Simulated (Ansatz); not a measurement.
Formation energy of VSi2 (P6₂22) from the elements: levels of theory

We look at the formation energy of VSi2 (P6₂22) from the elements. Reaction: 2 Si (diamond) + V (bcc) → VSi2 (P6₂22). The sign is products less reactants. The value is per atom of the solid.

VSi2 (P6₂22), 9 atoms in the cell; spin state with PBE: no moments. Conventional cell: a = 4.5655 Å, b = 4.5655 Å, c = 6.3686 Å, α = 90.00°, β = 90.00°, γ = 120.00°.

Ansatz (a first-principles code) with PAW potentials; structures come from PBE relaxations, nuclei static, no net charge. Ansatz runs with its PAW set soft_1. Other levels take these structures. The lattices are those relaxed with PBE, so at other levels the solids can be strained, which adds to the spread. A dispersion term (D3(BJ), or D4 for r2SCAN) was computed beside these levels and is taken off wherever the name lacks it.

```csv
Functional,value (eV/atom)
PBE,-0.48
PBE+D3(BJ),…
LDA,-0.58
PBEsol,-0.59
RPBE,…
```

Fill in the missing entries.


- PBE+D3(BJ), value (eV/atom): -0.61
- RPBE, value (eV/atom): -0.45

The levels span 0.16 eV/atom, from PBE+D3(BJ) (-0.61) to RPBE (-0.45).
